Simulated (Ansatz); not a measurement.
An Ansatz (a program for electronic structure) run: Ta with a change (uniaxial strain ε_xx = −1.32 %); DFT with r2SCAN, PAW potentials and a 500 eV plane-wave cutoff in Ansatz, no SOC, earlier PAW set.

Input:

Ansatz 0.2 input:
```yaml
crystal:
  lattice:
    - [-1.6313437529, 1.653165538, 1.653165538]
    - [1.6313437529, -1.653165538, 1.653165538]
    - [1.6313437529, 1.653165538, -1.653165538]
  atoms:
    - { symbol: Ta, position: [0, 0, 0] }
basis: { ecutwfc: 500, ecutrho_ratio: 4, xc_grid: 4, fft_grid_basis: typed }
kpoints: { mp_grid: { grid: [28, 28, 28] } }
hamiltonian:
  xc: r2scan
  dispersion: none
  pseudopotentials: { azcp: { folder: ./paw }, kind: paw }
scf: { occupations: { method: fermi_dirac, width: 0.1 }, convergence: { dr2_threshold: 0.0000000001 } }
relax: { f_tol: 0.005, max_steps: 50 }
output: { forces: true, stress: true }
checkpoint: { write: state.ck, write_every: 1000 }
```

Output (explanatory and most iteration lines left out):

```
Relaxation: its limit of steps is 50 (relax.max_steps)
Pseudopotential: Ta, paw, valence charge 13
Crystal: 1 atoms, lattice volume = 17.834 Å³
Basis set: ecut = 500 eV, 441 PW (Γ), exchange–correlation on 96×96×96 points (64 copies of the dense FFT grid, shifted against one another)
Bands: 11, of which v1, the nominal top of the filled ones, is band 7 counted from 1 (6 counted from 0)
Symmetry: 16 space group operations
Space group: I4/mmm (ITA 139), of the structure as read, at distance tolerance 2.6e-5 Å
k-points: 1639 of 21952
Functional: x = r2scan, c = r2scan; τ floored in thin density (d = 2e-4 eV/Å³)
SCF iter   1: F=—  HF=-9945.187684 eV  |F-HF|=—  |Δ(HF+E_count)|=         —  Δρ=3.99e-2  dr2=2.79e-1  dr2_τ=1.63e-2  ethr=2.14e-3  ⟨swp⟩=1.0  Hψ=124964  notcnv=0
SCF iter   2: F=—  HF=-9945.179698 eV  |F-HF|=—  |Δ(HF+E_count)|=   7.99e-3  Δρ=1.76e-2  dr2=2.92e-2  dr2_τ=1.01e-2  ethr=2.14e-3  ⟨swp⟩=2.1  Hψ=32745  notcnv=0
SCF 1 converged in 7 iterations: F = -9945.190789 eV  dr2 = 6.31e-11
relax step   1: F+E_penalty+E_count = -9945.19078924 eV  Δ(F+E_penalty+E_count) = +0.000e0 eV  max|allowed force component| = 0.000e0 eV/Å  Δτ_max = 0.0000 Å  (7 SCF iters, accepted)
Crystal: 1 atoms, lattice volume = 17.834 Å³
SCF iter   1: F=—  HF=-9945.190789 eV  |F-HF|=—  |Δ(HF+E_count)|=         —  Δρ=5.99e-7  dr2=6.31e-11  dr2_τ=5.45e-12  ethr=1.00e-12  ⟨swp⟩=1.0  Hψ=106267  notcnv=0
SCF iter   2: F=-9945.190789 eV  HF=-9945.190789 eV  |F-HF|=3.64e-12  |Δ(HF+E_count)|=  9.09e-12  Δρ=2.54e-7  dr2=8.00e-12  dr2_τ=1.26e-12  ethr=1.00e-12  ⟨swp⟩=3.9  Hψ=48248  notcnv=0
SCF 2 converged in 2 iterations: F = -9945.190789 eV  dr2 = 8.00e-12
SCF converged after 2 iterations
Free energy (F): -9945.190789 eV
Internal energy: -9945.149934 eV  (E = F + TS)
E sigma→0 (E₀):  -9945.170362 eV
Entropy (-TS):   -0.040855 eV (-40.855 meV/atom)
Fermi energy:    18.561836 eV
--- Forces (eV/Å), atoms counted from 1 ---
  atom   1  Ta     0.00000000     0.00000000     0.00000000
--- Stress (GPa, compression-positive) ---
        3.743919       0.000000       0.000000
        0.000000       2.263928      -0.000000
       -0.000000      -0.000000       2.263928
  P = ⅓ Tr σ = 2.7573 GPa (27.573 kbar)
--- Relaxed structure (1 steps of the walk, 1 accepted, 0 SCFs on fresh bases) ---
  atoms:
    - { symbol: Ta, position: [0.0, 0.0, 0.0] }
```

Whether these cells are dynamically stable was not tested. The final runs are not spin-polarised. The cell was made from Ta in the bcc (W type) structure (space group Im-3m, No. 229) by this change: uniaxial strain ε_xx = −1.32 %.
